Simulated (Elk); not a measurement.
Elk run on Ba (Im-3m, 1 atom in the cell): self-consistent single point

Level of theory: PBE, all-electron FP-LAPW, Elk's shipped species files, default APW+lo basis (Elk 10.2.4).

This input was run:

```
tasks
  0

xctype
  20

swidth
  0.00367493

maxscl
  100

scale
  8.174407741

avec
   -0.5773502692    0.5773502692    0.5773502692
    0.5773502692   -0.5773502692    0.5773502692
    0.5773502692    0.5773502692   -0.5773502692

sppath
  './'

atoms
  1
  'Ba.in'
  1
  0.0000000000  0.0000000000  0.0000000000    0.0 0.0 0.0

ngridk
  6 6 6
```

Output (repeated stretches shortened):

```
│ Elk code version 10.2.4 │

All units are atomic (Hartree, Bohr, etc.)

│ Ground-state run starting from atomic densities │

Lattice vectors :
  -4.719496510       4.719496510       4.719496510
   4.719496510      -4.719496510       4.719496510
   4.719496510       4.719496510      -4.719496510

Unit cell volume      :    420.4816029
Brillouin zone volume :   0.5899193014

Muffin-tin inner radius fraction :   0.1000000000E-01

Nuclei treated as point charges

Species :    1 (Ba)
 parameters loaded from : Ba.in
 name : barium
 nuclear charge    :   -56.00000000
 electronic charge :    56.00000000
 atomic mass :    250331.8069
 muffin-tin radius :    2.800000000
 number of radial points in muffin-tin :    697
 atomic positions (lattice), magnetic fields (Cartesian) :
   1 :   0.00000000  0.00000000  0.00000000    0.00000000  0.00000000  0.00000000

Total number of atoms per unit cell :    1

Spin treatment :
 spin-unpolarised

Number of Bravais lattice symmetries :   48
Number of crystal symmetries         :   48
Crystal has inversion symmetry
Real symmetric eigensolver will be used

k-point grid :      6     6     6
k-point offset :    0.000000000       0.000000000       0.000000000
k-point set is reduced with full crystal symmetry group
Total number of k-points :       16

Muffin-tin radius times maximum |G+k| :    7.000000000
 using average radius
Maximum |G+k| for APW functions       :    2.500000000
Maximum (1/2)|G+k|²                   :    3.125000000
Maximum |G| for potential and density :    12.00000000
 potential will be trimmed for |G| > 2 gkmax
Constant for pseudocharge density :    8
Radial integration step length :    4

G-vector grid sizes :     32    32    32
Number of G-vectors :    12215

Maximum angular momentum used for
 APW functions                      :    8
 outer part of muffin-tin           :    6
 inner part of muffin-tin           :    1

Total nuclear charge    :   -56.00000000
Total core charge       :    36.00000000
Total valence charge    :    20.00000000
Total excess charge     :    0.000000000
Total electronic charge :    56.00000000

Effective Wigner radius, rₛ :    1.214758988

Number of empty states         :    4
Total number of valence states :   14
Total number of core states    :   36

Total number of local-orbitals :   18

Exchange-correlation functional :     20     0     0
 Perdew-Burke-Ernzerhof, Phys. Rev. Lett. 77, 3865 (1996)
 gradient requirement :    1
 generalised gradient approximation (GGA)

Smearing type :    3
 Fermi-Dirac
Smearing width :   0.3674930000E-02
Effective electronic temperature (K) :    1160.451112

Mixing type :    3
 Broyden mixing, J. Phys. A: Math. Gen. 17, L317 (1984)

Kohn-Sham potential initialised from atomic data

│ Self-consistent loop started │
│ Loop number : 1 │
 total energy                :     -8142.02039223
│ Loop number : 2 │
 total energy                :     -8142.01055294
RMS change in Kohn-Sham potential (target) :   0.9210429822E-01 (  0.1000000000E-05)
Absolute change in total energy (target)   :   0.9839288969E-02 (  0.1000000000E-03)
│ Loop number : 3 │
 total energy                :     -8141.66891213
RMS change in Kohn-Sham potential (target) :   0.7812690360E-01 (  0.1000000000E-05)
Absolute change in total energy (target)   :   0.3441006394     (  0.1000000000E-03)
│ Loop number : 4 │
 total energy                :     -8140.66019531
RMS change in Kohn-Sham potential (target) :   0.4204689260E-01 (  0.1000000000E-05)
Absolute change in total energy (target)   :    1.094741980     (  0.1000000000E-03)
│ Loop number : 5 │
 total energy                :     -8139.87225362
RMS change in Kohn-Sham potential (target) :   0.1442189885E-01 (  0.1000000000E-05)
Absolute change in total energy (target)   :    1.061627185     (  0.1000000000E-03)
│ Loop number : 6 │
 total energy                :     -8139.55832245
RMS change in Kohn-Sham potential (target) :   0.3567341396E-02 (  0.1000000000E-05)
Absolute change in total energy (target)   :   0.5793379605     (  0.1000000000E-03)
│ Loop number : 7 │
 total energy                :     -8139.45345873
RMS change in Kohn-Sham potential (target) :   0.1366962550E-03 (  0.1000000000E-05)
Absolute change in total energy (target)   :   0.2496982084     (  0.1000000000E-03)
│ Loop number : 8 │
 total energy                :     -8139.44970442
RMS change in Kohn-Sham potential (target) :   0.7711592550E-04 (  0.1000000000E-05)
Absolute change in total energy (target)   :   0.6617886326E-01 (  0.1000000000E-03)
│ Loop number : 9 │
 total energy                :     -8139.44605563
RMS change in Kohn-Sham potential (target) :   0.1431748583E-04 (  0.1000000000E-05)
Absolute change in total energy (target)   :   0.2019350455E-01 (  0.1000000000E-03)
│ Loop number : 10 │
 total energy                :     -8139.44611167
RMS change in Kohn-Sham potential (target) :   0.9311739626E-05 (  0.1000000000E-05)
Absolute change in total energy (target)   :   0.4992342106E-02 (  0.1000000000E-03)
│ Loop number : 11 │
 total energy                :     -8139.44589822
RMS change in Kohn-Sham potential (target) :   0.1150429133E-05 (  0.1000000000E-05)
Absolute change in total energy (target)   :   0.1461528987E-02 (  0.1000000000E-03)
│ Loop number : 12 │
 total energy                :     -8139.44587896
RMS change in Kohn-Sham potential (target) :   0.2829547641E-06 (  0.1000000000E-05)
Absolute change in total energy (target)   :   0.3846472773E-03 (  0.1000000000E-03)
│ Loop number : 13 │
 total energy                :     -8139.44588395
RMS change in Kohn-Sham potential (target) :   0.1044548387E-06 (  0.1000000000E-05)
Absolute change in total energy (target)   :   0.9117259015E-04 (  0.1000000000E-03)
Convergence targets achieved

│ Loop number : 14 │

Energies :
 Fermi                       :     0.156230852072
 sum of eigenvalues          :     -5017.24916229
 electron kinetic            :      8687.75391308
 core electron kinetic       :      8423.34555954
 Coulomb                     :     -16628.8093316
 Coulomb potential           :     -13446.0364565
 nuclear-nuclear             :     -537.749511545
 electron-nuclear            :     -18736.0831836
 Hartree                     :      2645.02336352
 Madelung                    :     -9905.79110334
 xc potential                :     -258.966618830
 exchange                    :     -195.363902575
 correlation                 :     -3.02469405654
 electron entropic           :    -0.187242037443E-02
 total energy                :     -8139.44588758

Density of states at Fermi energy :    43.49244385
 (states/Hartree/unit cell)

Estimated indirect band gap :   0.2097334832E-02
 from k-point     14 to k-point      9
Estimated direct band gap   :   0.8245696814E-02
 at k-point     13

Charges :
 core                        :    36.00000000
 valence                     :    20.00000000
 interstitial                :    2.366698306
 muffin-tins (core leakage)
  species :    1 (Ba)
   atom    1                 :    53.63330169     (  0.5273373780E-05)
 total in muffin-tins        :    53.63330169
 total calculated charge     :    55.99843384
 total charge                :    56.00000000
 error                       :   0.1566155773E-02

│ Self-consistent loop stopped │
```

The run converged in 14 iterations. The count includes the last loop, which Elk runs after its targets are met.

The starting cell has typed, rounded lattice constants, without a prior relaxation at this level. Its lattice was rescaled by up to half a per cent. Values depend on the basis (sphere radii, cutoffs, local orbitals), which need not be converged. The log's line on a gap gives a spacing of levels on this mesh, which the program prints for metals too.
